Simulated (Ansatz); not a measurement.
Electronic density of states of amorphous In6Ga6Zn14O32, density 5.59 g/cm³, on a 2×2×2 Γ-centred mesh with a Gaussian width of 0.1 eV; energies count from the Fermi level, whose place inside the gap is arbitrary. Cell and mesh are small, so fine structure isn't converged. Method: PBE, scalar-relativistic without spin-orbit coupling (plane waves to 420 eV, PAW; Ansatz, a program for electronic structure). Sampling: a 2×2×2 Γ-centred mesh; Fermi-Dirac width 0.02 eV; no spin polarisation. At PBE the levels at the filled edge of the gap are localised (band-tail or defect states).

Preparation: random packing, a CHGNet melt and quench, and a DFT relaxation. O atoms were pushed apart under 1.9 Å during the dynamics, to hinder bonds among them. The hot cell started wider than the set density and was brought back towards it in steps. It is the lowest in DFT energy of 2 quenches. It is a model cell: composition and starting density were chosen by hand, and all elements were melted together. No dispersion term was used. A short ab initio anneal came between quench and relaxation. Its density started from a set value of 5.80 and ended at 5.59 g/cm³. The quench (nominally 170 K/ps over its main leg) was far faster than any real one, so the model tends to hold more defects than a real film. A cell of this size samples the disorder only roughly. The volume was free in the relaxation, at fixed shape. Stress components on the final sampling reach 2.9 GPa.

(E - EF (eV), states/(eV atom)): (-12.00, 0.00); (-11.90, 0.00); (-11.80, 0.00); (-11.70, 0.00); (-11.60, 0.00); (-11.50, 0.00); (-11.40, 0.00); (-11.30, 0.00); (-11.20, 0.00); (-11.10, 0.00); (-11.00, 0.00); (-10.90, 0.00); (-10.80, 0.00); (-10.70, 0.00); (-10.60, 0.00); (-10.50, 0.00); (-10.40, 0.00); (-10.30, 0.00); (-10.20, 0.00); (-10.10, 0.00); (-10.00, 0.00); (-9.90, 0.00); (-9.80, 0.00); (-9.70, 0.00); (-9.60, 0.00); (-9.50, 0.00); (-9.40, 0.00); (-9.30, 0.00); (-9.20, 0.00); (-9.10, 0.00); (-9.00, 0.00); (-8.90, 0.00); (-8.80, 0.00); (-8.70, 0.00); (-8.60, 0.00); (-8.50, 0.00); (-8.40, 0.00); (-8.30, 0.00); (-8.20, 0.00); (-8.10, 0.00); (-8.00, 0.00); (-7.90, 0.00); (-7.80, 0.00); (-7.70, 0.00); (-7.60, 0.00); (-7.50, 0.00); (-7.40, 0.00); (-7.30, 0.00); (-7.20, 0.03); (-7.10, 0.13); (-7.00, 0.18); (-6.90, 0.26); (-6.80, 0.39); (-6.70, 0.39); (-6.60, 0.42); (-6.50, 0.47); (-6.40, 0.45); (-6.30, 0.52); (-6.20, 0.74); (-6.10, 0.90); (-6.00, 0.97); (-5.90, 1.12); (-5.80, 1.32); (-5.70, 1.49); (-5.60, 1.43); (-5.50, 1.44); (-5.40, 1.68); (-5.30, 1.69); (-5.20, 1.57); (-5.10, 1.61); (-5.00, 1.75); (-4.90, 1.69); (-4.80, 1.60); (-4.70, 1.45); (-4.60, 1.13); (-4.50, 0.85); (-4.40, 0.80); (-4.30, 0.81); (-4.20, 0.75); (-4.10, 0.71); (-4.00, 0.66); (-3.90, 0.68); (-3.80, 0.70); (-3.70, 0.76); (-3.60, 0.68); (-3.50, 0.64); (-3.40, 0.65); (-3.30, 0.66); (-3.20, 0.66); (-3.10, 0.64); (-3.00, 0.64); (-2.90, 0.71); (-2.80, 0.71); (-2.70, 0.69); (-2.60, 0.74); (-2.50, 0.75); (-2.40, 0.76); (-2.30, 0.77); (-2.20, 0.79); (-2.10, 0.84); (-2.00, 0.80); (-1.90, 0.80); (-1.80, 0.79); (-1.70, 0.78); (-1.60, 0.82); (-1.50, 0.87); (-1.40, 0.92); (-1.30, 0.87); (-1.20, 0.80); (-1.10, 0.82); (-1.00, 0.78); (-0.90, 0.68); (-0.80, 0.69); (-0.70, 0.67); (-0.60, 0.46); (-0.50, 0.33); (-0.40, 0.30); (-0.30, 0.16); (-0.20, 0.03); (-0.10, 0.00); (0.00, 0.00); (0.10, 0.00); (0.20, 0.01); (0.30, 0.02); (0.40, 0.01); (0.50, 0.00); (0.60, 0.00); (0.70, 0.00); (0.80, 0.00); (0.90, 0.00); (1.00, 0.00); (1.10, 0.00); (1.20, 0.00); (1.30, 0.01); (1.40, 0.04); (1.50, 0.05); (1.60, 0.05); (1.70, 0.04); (1.80, 0.04); (1.90, 0.04); (2.00, 0.04); (2.10, 0.08); (2.20, 0.09); (2.30, 0.05); (2.40, 0.07); (2.50, 0.10); (2.60, 0.06); (2.70, 0.06); (2.80, 0.07); (2.90, 0.06); (3.00, 0.05); (3.10, 0.06); (3.20, 0.10); (3.30, 0.12); (3.40, 0.14); (3.50, 0.13); (3.60, 0.15); (3.70, 0.17); (3.80, 0.22); (3.90, 0.20); (4.00, 0.17); (4.10, 0.20); (4.20, 0.21); (4.30, 0.23); (4.40, 0.23); (4.50, 0.28); (4.60, 0.32); (4.70, 0.29); (4.80, 0.29); (4.90, 0.29); (5.00, 0.35); (5.10, 0.34); (5.20, 0.32); (5.30, 0.35); (5.40, 0.38); (5.50, 0.37); (5.60, 0.35); (5.70, 0.36); (5.80, 0.37); (5.90, 0.37); (6.00, 0.32); (6.10, 0.30); (6.20, 0.32); (6.30, 0.34); (6.40, 0.34); (6.50, 0.32); (6.60, 0.34); (6.70, 0.32); (6.80, 0.27); (6.90, 0.28); (7.00, 0.34); (7.10, 0.35); (7.20, 0.30); (7.30, 0.25); (7.40, 0.30); (7.50, 0.38); (7.60, 0.33)

The level gap on this mesh is 0.64 eV; the broadening fills part of it in the curve.
